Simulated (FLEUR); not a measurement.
FLEUR run on Pb (Im-3m, 1 atom in the cell): self-consistent single point.

Method of the run: LDA (Perdew-Zunger), all-electron FLAPW (FLEUR), scalar-relativistic valence in FLEUR.

```
Pb
1.0
   -1.97966     1.97966     1.97966
    1.97966    -1.97966     1.97966
    1.97966     1.97966    -1.97966
Pb
1
Direct
  0.00000   0.00000   0.00000
```

Reference input (self-consistent single point, DFT, PBEsol, all-electron FLAPW (FLEUR), scalar-relativistic valence): Kmax = 4.5 1/bohr; GmaxXC = 22.5 1/bohr; xcFunctional = PBEs; jspins = 1; l_soc = F; mode = hist; fermiSmearingEnergy = 0.00367493 Htr; mesh (inpgen div1-3) = 15 15 15; inpgen gamma flag = false; Gmax = 22.5 1/bohr; numbands = 0; maxIterBroyd = 15. This run's input differs from it in these lines:

```diff
@@ -13,3 +13,3 @@
 &comp jspins=1 /
-&exco xctyp='PBEs' /
+&exco xctyp='pz' /
 &kpt div1=15 div2=15 div3=15 /
@@ -26,3 +26,3 @@
       <coreElectrons ctail="T" frcor="F" kcrel="0" coretail_lmax="0"/>
-      <xcFunctional name="PBEs" relativisticCorrections="F"/>
+      <xcFunctional name="pz" relativisticCorrections="F"/>
       <magnetism jspins="1"/>
```

Output (repeated stretches shortened):

```
 Iteration:     1   Distance:      11.08377377 me/bohr^3
 Iteration:     2   Distance:      10.42691097 me/bohr^3
 Iteration:     3   Distance:       3.32366799 me/bohr^3
 Iteration:     4   Distance:       0.24146673 me/bohr^3
 Iteration:     5   Distance:       0.23873191 me/bohr^3
   [... 3 lines left out ...]
 Iteration:     9   Distance:       0.00017834 me/bohr^3
 Iteration:    10   Distance:       0.00002436 me/bohr^3
 Iteration:    11   Distance:       0.00001794 me/bohr^3
 Iteration:    12   Distance:       0.00000114 me/bohr^3
 Run finished successfully
 Stop message:
   Structural relaxation: Done

[file out, last iteration]
             iter=     13
[...]
          total density-effective poten   -3.7278680523E+04
          total charge density-energy d   -3.7894638991E+02
 Updated energy parameters for spin:           1
[...]
 fermi energy and band-weighting factors:

[...]
FERMIE:
          first approx. to ef    (T=0)  :   0.291341 htr   (energy of the highest occ. eigenvalue)
          number of occ. states  (T=0)  :       1198
          first approx. to seigv (T=0)  : -19.008159 htr
          sum of weights of occ. states :  10.005630
          sum of semicore charge        :   0.000000 e
FERHIS:  Fermi-Energy by histogram:
          bandgap                     :   0.000889 htr
   [... lines left out ...]
          charge neutrality (T=0)     :   0.011259    (zero if the highest occ. eigenvalue is "entirely" occupied)
     EF_NEWTON:  Adjust Fermi-Energy by Newton-Method.
 Direct bandgap for spin            1 :    1.0488311485023105E-002  Htr
   [... lines left out ...]
 ---->    (input%tkb*entropy) TS=              0.0007529456 htr
 ---->    free energy=                    -20917.0219851518 htr
      extrapolation for T->0
 ---->    total electron energy=          -20917.0216086790 htr
 ***** TOTAL FORCES ON ATOMS *****
 TOTAL FORCE FOR ATOM TYPE=  1  X=  0.000   Y=  0.000   Z=  0.000
                       FX_TOT= 0.000000 FY_TOT= 0.000000 FZ_TOT= 0.000000
 Structural relaxation: Done
```

The run converged in 12 iterations. FLEUR gives forces in its relaxation mode, with a further iteration, so its stop message speaks of a relaxation. 

The starting cell comes from a database of computed structures (which also holds hypothetical and non-ambient phases and stackings), without a prior relaxation at this level. Spin-orbit coupling is off. Values depend on the basis (sphere radii, cutoffs, local orbitals), which need not be converged. The log's line on a gap gives a spacing of levels on this mesh, which the program prints for metals too.

Cost on one core of a shared machine: roughly 90 s.
